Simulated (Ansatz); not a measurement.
**Hypothetical Pm-3n InP, pressure series**

Consider InP (space group Pm-3n, No. 223; a hypothetical phase, not in the database extracts checked).

```xyz
12
Lattice="7.3342 0.0000 0.0000 0.0000 7.3342 0.0000 0.0000 0.0000 7.3342" Properties=species:S:1:pos:R:3 pbc="T T T"
In     1.8336     0.0000     3.6671
In     3.6671     1.8336     0.0000
In     3.6671     5.5007     0.0000
In     5.5007     0.0000     3.6671
In     0.0000     3.6671     5.5007
In     0.0000     3.6671     1.8336
P      1.8336     3.6671     0.0000
P      0.0000     1.8336     3.6671
P      0.0000     5.5007     3.6671
P      5.5007     3.6671     0.0000
P      3.6671     0.0000     5.5007
P      3.6671     0.0000     1.8336
```

Cell and atoms are relaxed at each pressure.

Method: PBE/PAW in Ansatz (a quantum-chemistry and plane-wave program), spin-orbit coupling left out.

For the base:

The band gap comes out as 0.50 eV.

The aim is a band gap between 1.15 eV and 1.27 eV. Which of these changes reaches it?
A) pressure 1.5 GPa
B) pressure 3 GPa
C) pressure 10 GPa
D) pressure −1 GPa
E) pressure −2 GPa

C, pressure 10 GPa. It gives 1.21 eV; pressure 1.5 GPa gives 0.67 eV; pressure 3 GPa gives 0.82 eV; pressure −2 GPa gives 0.22 eV; pressure −1 GPa gives 0.37 eV. Changes not listed may reach it too

Load acts through the strain it causes; cell and atoms are relaxed under it. Whether these cells are dynamically stable was not tested. No other phases were tried under pressure. The zero or small gap of InP under pressure −2 GPa can change with the level of theory.
